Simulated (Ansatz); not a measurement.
A relaxation of the atoms of KCaF₃ (P4mm, 5 atoms in the cell) with Ansatz (an electronic-structure program).

Method of the run: LDA (PW92), default PAW files made with PBE (plane waves; Ansatz).

The change in words: one atom moved by 0.15 angstrom; relax: default → atoms; relax.f_tol: default → 0.01 eV/Å. Reference geometry:
```
CELL_PARAMETERS angstrom
      4.46828     0.00000     0.00000
      0.00000     4.46828     0.00000
      0.00000     0.00000     4.46828
ATOMIC_POSITIONS crystal
  K  0.50000 0.50000 0.50000
  Ca 0.00000 0.00000 0.00000
  F  0.00000 0.50000 0.00000
  F  0.50000 0.00000 0.00000
  F  0.00000 0.00000 0.50000
```

Reference input (self-consistent single point, DFT, LDA (PW92), plane waves, default PAW files made with PBE): basis.ecutwfc = 420 eV; kpoints.mp_grid.grid = 6 6 6; hamiltonian.xc = lda; hamiltonian.pseudopotentials = {kind: paw} (the program's default PAW files); scf.occupations.method = fixed. This run's input differs from it in these lines:

```diff
@@ -6,3 +6,3 @@
   atoms:
-    - { symbol: K, position: [0.500000, 0.500000, 0.500000] }
+    - { symbol: K, position: [0.500000, 0.500000, 0.533570] }
     - { symbol: Ca, position: [0.000000, 0.000000, 0.000000] }
@@ -20,2 +20,4 @@
   occupations: { method: fixed }
+relax:
+  f_tol: 0.01
 output:
```

Output (repeated stretches shortened):

```
   [... SCF lines of the steps left out ...]
relax step   1: F+E_penalty+E_count = -5658.98242759 eV  Δ(F+E_penalty+E_count) = +0.000e0 eV  max|allowed force component| = 1.261e-1 eV/Å  Δτ_max = 0.0000 Å  (6 SCF iters, dr2 threshold 2.50e-6 eV, accepted)
relax step   2: F+E_penalty+E_count = -5658.98802155 eV  Δ(F+E_penalty+E_count) = -5.594e-3 eV  max|allowed force component| = 8.398e-2 eV/Å  Δτ_max = 0.0295 Å  (5 SCF iters, dr2 threshold 9.95e-7 eV, accepted)
   [... lines left out ...]
relax step   6: F+E_penalty+E_count = -5659.03514471 eV  Δ(F+E_penalty+E_count) = -6.130e-3 eV  max|allowed force component| = 4.468e-2 eV/Å  Δτ_max = 0.0763 Å  (8 SCF iters, accepted)
relax step   7: F+E_penalty+E_count = -5659.03540229 eV  Δ(F+E_penalty+E_count) = -2.576e-4 eV  max|allowed force component| = 1.279e-3 eV/Å  Δτ_max = 0.0065 Å  (5 SCF iters, dr2 threshold 1.32e-7 eV, accepted)
relax step   8: F+E_penalty+E_count = -5659.03540231 eV  Δ(F+E_penalty+E_count) = -2.519e-8 eV  max|allowed force component| = 1.310e-3 eV/Å  Δτ_max = 0.0000 Å  (2 SCF iters, accepted)
the relaxation is at rest under the 8 symmetry operations that the run kept from its start: a minimum is not shown …
Stability not checked: this state was not tested for a lower state beside it, because too few of the mixer's solves of this state at the end of the SCF gave a …
Free energy (F): -5659.035402 eV
Internal energy: -5659.035402 eV  (E = F + TS)
E sigma→0 (E₀):  -5659.035402 eV
Fermi energy:    0.796992 eV
--- Forces (eV/Å), atoms counted from 1 ---
  atom   1  K     -0.00000000     0.00000000    -0.00026325
  atom   2  Ca     0.00000000     0.00000000     0.00008353
   [... lines left out ...]
  atoms:
    - { symbol: K, position: [0.5, 0.5, 0.6126020324663857] }
    - { symbol: Ca, position: [6.903089611691472e-36, 0.0, 0.0028650592048105007] }
    - { symbol: F, position: [5.892881375834183e-36, 0.5, -0.040067145872434214] }
    - { symbol: F, position: [0.5, 0.0, -0.04006714587243422] }
    - { symbol: F, position: [-6.734721572381923e-36, 0.0, 0.4982372000736722] }
```

The run converged.  The full log also holds: “iter 5 did not close the SCF: its close was put off for the readings that it lacked (scf_convergence_deferred on its scf_iter line)”.

Summary of the result:
```
Property                                                 Result
------------------------------------------------  -------------
Free energy E − TS (on the zero of these files)   -5659.0354 eV
Top of the valence band (on the code's own zero)        0.80 eV
Gap on the k-point mesh                                 5.86 eV
Pressure                                              -4.06 GPa
Largest force (vector length)                        0.001 eV/Å
Relaxation steps                                              8
```

The starting cell comes from a database of computed structures (which also holds hypothetical and non-ambient phases and stackings), without a prior relaxation at this level. Its lattice was rescaled by up to half a per cent. For this run, on top of that: one atom moved by 0.15 angstrom. The relaxation keeps the symmetry of its start, so its end need not be a minimum. Ansatz's pressure includes its estimate of the finite-basis (Pulay) stress. Without the estimate this run gives -4.62 GPa.

Cost on one core of a shared machine: roughly 80 s.

Keys are those of Ansatz 0.2.
